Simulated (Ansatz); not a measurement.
In a (14,0) SiC nanotube, the lowest empty band has its minimum at Γ and lies 0.020 eV higher 0.0366 Å⁻¹ away along the axis.

Computed with PBE (plane waves to 420 eV, PAW; Ansatz, a quantum-chemistry and plane-wave program). Mesh 1×1×6. No spin polarisation. It repeats along c; a and b span vacuum. A hypothetical model, rolled from the flat sheet. Only distortions within the start's symmetry and period were free.

Question: Estimate the electron mass along the axis.

Answer: For a parabola ΔE = ħ²Δk²/2m, and ħ²/2mₑ = 3.810 eV Å². So m/mₑ = 3.810 × 0.0366²/0.020 = 0.26. The curvature over a step a third as long gives 0.25; the band is close to a parabola here.
